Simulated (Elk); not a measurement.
```
NiO
1.0
    4.19594     2.09797     2.09797
    2.09797     4.19594     2.09797
    2.09797     2.09797     4.19594
Ni O
2 2
Cartesian
  0.00000   0.00000   0.00000
  4.19594   4.19594   4.19594
  2.09797   2.09797   2.09797
  6.29391   6.29391   6.29391
```
Moments meant for the start (each program seeds them in its own way; μB, in the order of the atoms Ni Ni O O): 2.0 -2.0 0.0 0.0.

Computed with Elk with PBE, all-electron FP-LAPW, Elk's shipped species files, APW+lo basis with extra local orbitals.

The set-up and first iterations of an Elk log for NiO (Fm-3m, 4 atoms in the cell):

```
│ Elk code version 10.2.4 │

All units are atomic (Hartree, Bohr, etc.)

│ Ground-state run starting from atomic densities │

Lattice vectors :
   7.929183106       3.964590608       3.964590608
   3.964590608       7.929183106       3.964590608
   3.964590608       3.964590608       7.929183106

Unit cell volume      :    249.2616701
Brillouin zone volume :   0.9951398197

Muffin-tin inner radius fraction :   0.1000000000E-01

Nuclei treated as point charges

Species :    1 (Ni)
 parameters loaded from : Ni.in
 name : nickel
 nuclear charge    :   -28.00000000
 electronic charge :    28.00000000
 atomic mass :    106991.5230
 muffin-tin radius :    2.236909729
 number of radial points in muffin-tin :    497
 atomic positions (lattice), magnetic fields (Cartesian) :
   1 :   0.00000000  0.00000000  0.00000000    0.00000000  0.00000000 -1.00000000
   2 :   0.50000000  0.50000000  0.50000000    0.00000000  0.00000000  1.00000000

   [... lines left out ...]
Maximum |G+k| for APW functions       :    3.831816931
Maximum (1/2)|G+k|²                   :    7.341410495
Maximum |G| for potential and density :    16.00000000
 potential will be trimmed for |G| > 2 gkmax
Constant for pseudocharge density :    9
Radial integration step length :    4

G-vector grid sizes :     50    50    50
Number of G-vectors :    17255

Maximum angular momentum used for
 APW functions                      :    8
 outer part of muffin-tin           :    6
 inner part of muffin-tin           :    3

Total nuclear charge    :   -72.00000000
Total core charge       :    28.00000000
Total valence charge    :    44.00000000
Total excess charge     :    0.000000000
Total electronic charge :    72.00000000

Effective Wigner radius, rₛ :   0.9384507051

Number of empty states         :   40
Total number of valence states :  124
Total number of core states    :   28

Conduction state local-orbitals added automatically
Total number of local-orbitals :  296

Exchange-correlation functional :     20     0     0
 Perdew-Burke-Ernzerhof, Phys. Rev. Lett. 77, 3865 (1996)
 gradient requirement :    1
 generalised gradient approximation (GGA)

Smearing type :    3
 Fermi-Dirac
Smearing width :   0.1837470000E-02
Effective electronic temperature (K) :    580.2271348

Mixing type :    3
 Broyden mixing, J. Phys. A: Math. Gen. 17, L317 (1984)

Kohn-Sham potential initialised from atomic data
│ Self-consistent loop started │
│ Loop number : 1 │
 total energy                :     -3202.20690413
 total moment                :   0.1639024877E-15
│ Loop number : 2 │
 total energy                :     -3202.34238251
 total moment                :   0.1781263142E-15
RMS change in Kohn-Sham potential (target) :    2.627480375     (  0.1000000000E-05)
Absolute change in total energy (target)   :   0.1354783790     (  0.1000000000E-03)
│ Loop number : 3 │
 total energy                :     -3193.56133591
 total moment                :   0.3671840484E-15
RMS change in Kohn-Sham potential (target) :    2.060906346     (  0.1000000000E-05)
Absolute change in total energy (target)   :    8.747177004     (  0.1000000000E-03)
│ Loop number : 4 │
 total energy                :     -3198.14920410
 total moment                :   0.6265836262E-16
RMS change in Kohn-Sham potential (target) :   0.7783273379     (  0.1000000000E-05)
Absolute change in total energy (target)   :    2.401073932     (  0.1000000000E-03)
│ Loop number : 5 │
 total energy                :     -3188.07641853
 total moment                :   0.3685488454E-17
RMS change in Kohn-Sham potential (target) :   0.2925772428     (  0.1000000000E-05)
Absolute change in total energy (target)   :    9.472517078     (  0.1000000000E-03)
│ Loop number : 6 │
 total energy                :     -3191.80914428
 total moment                :   0.2655894497E-16
   [... lines left out ...]
```

Will this run converge, and how will it end?

The run converged in 26 iterations. Its thresholds were met; that alone does not show that basis and mesh suffice. It ends on: free energy E − TS -86867.0497 eV; top of the valence band (on the code's own zero) 6.71 eV; gap on the k-point mesh 1.06 eV; size of the cell's spin moment 0.00 μB; site moments (μB, in the program's spheres or projections) Ni 1.38, Ni -1.38, O 0.00, O 0.00. The log goes on:

```
RMS change in Kohn-Sham potential (target) :   0.9111288319E-05 (  0.1000000000E-05)
Absolute change in total energy (target)   :   0.4941668153E-03 (  0.1000000000E-03)
   [... lines left out ...]
Absolute change in total energy (target)   :   0.6050973707E-04 (  0.1000000000E-03)
│ Loop number : 24 │
 total energy                :     -3192.30524070
 total moment                :   0.3590416712E-15
RMS change in Kohn-Sham potential (target) :   0.1824284382E-05 (  0.1000000000E-05)
Absolute change in total energy (target)   :   0.7153423167E-04 (  0.1000000000E-03)
│ Loop number : 25 │
 total energy                :     -3192.30520827
 total moment                :   0.1166907098E-15
RMS change in Kohn-Sham potential (target) :   0.6962975869E-06 (  0.1000000000E-05)
Absolute change in total energy (target)   :   0.5031257569E-04 (  0.1000000000E-03)
Convergence targets achieved

│ Loop number : 26 │

Energies :
 Fermi                       :     0.267702699391
 xc effective B-field        :    -0.142295727431
 external B-field            :      0.00000000000
 total energy                :     -3192.30519618
 (external B-field energy excluded from total)

Density of states at Fermi energy :   0.4713546199E-02
 (states/Hartree/unit cell)

Estimated indirect band gap :   0.3884982911E-01
 from k-point     39 to k-point     37
Estimated direct band gap   :   0.4239924264E-01
 at k-point     37

Charges :
 core                        :    28.00000000
 valence                     :    44.00000000
 interstitial                :    3.839763935
 muffin-tins (core leakage)
  species :    1 (Ni)
   atom    1                 :    26.72965682     (  0.6677063691E-03)
   atom    2                 :    26.72965682     (  0.6677063691E-03)
  species :    2 (O)
   [... lines left out ...]
 error                       :   0.5739670179E-02

Moments :
 interstitial                :  -0.1312005591E-15
 muffin-tins
  species :    1 (Ni)
   atom    1                 :    1.381900210
   atom    2                 :   -1.381900210
  species :    2 (O)
   atom    1                 :  -0.1329646923E-21
   atom    2                 :  -0.1329646923E-21
 total in muffin-tins        :   0.2220443390E-15
 total moment                :   0.9084377991E-16

│ Self-consistent loop stopped │
```

For comparison: a first run was changed to give this one (lattice scaled by 0.98), and from it to this one the gap on the mesh goes from 1.028 to 1.057 eV.

The starting cell has typed, rounded lattice constants, without a prior relaxation at this level. Its lattice was rescaled by a random factor within 2.5 % of one. For this run, on top of that: lattice scaled by 0.98. The magnetic order is the one reached from the typed start; others were not searched systematically. Values depend on the basis (sphere radii, cutoffs, local orbitals), which need not be converged.

The run was DFT, PBE, all-electron FP-LAPW, Elk's shipped species files, APW+lo basis with extra local orbitals. Main settings of its input:

```
key               value
--------  -------------
xctype               20
spinpol            true
rgkmax              7.5
swidth    0.00183747 Ha
ngridk            7 7 7
reducebf            0.7
gmaxvr        16 1/bohr
nxlo                  2
lorbcnd            true
lmaxi                 3
nempty      10 per atom
maxscl              100
```
